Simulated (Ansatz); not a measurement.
TiB (model structure, started from the rocksalt type, Fm-3m, No. 225, 2 atoms in the cell), treated with LDA (Ansatz, a program for electronic structure, PAW).

Run with plane-wave cutoff 520 eV, 20×20×20 k mesh, Fermi–Dirac smearing 0.05 eV, no spin polarisation, scalar-relativistic PAW data made under PBE.

Cell (relaxed at this level):

```cif
data_BTi
_chemical_formula_sum 'B1 Ti1'
_space_group_name_H-M_alt 'P 1'
_space_group_IT_number 1
_cell_length_a 3.14758
_cell_length_b 3.14758
_cell_length_c 3.14758
_cell_angle_alpha 60.000
_cell_angle_beta 60.000
_cell_angle_gamma 60.000
loop_
_space_group_symop_operation_xyz
  'x, y, z'
loop_
_atom_site_label
_atom_site_type_symbol
_atom_site_fract_x
_atom_site_fract_y
_atom_site_fract_z
_atom_site_occupancy
B1 B 0.00000 0.00000 0.00000 1
Ti1 Ti 0.50000 0.50000 0.50000 1
```

Task: Give the computed bulk modulus.

Result: 
- bulk modulus: 195 GPa

Note: the run has no spin polarisation, so it can have missed a magnetic state; the bulk modulus is −V dP/dV from two relaxed cells at ±2 % in volume; the relaxation could raise the start's symmetry but not lower it, so the cell can be a saddle point.

Static lattice: no zero-point or thermal effects.

A model structure was made by putting elements into a prototype or built by hand; it is no filed structure, need not be a known phase, and can be a saddle point held by its symmetry.
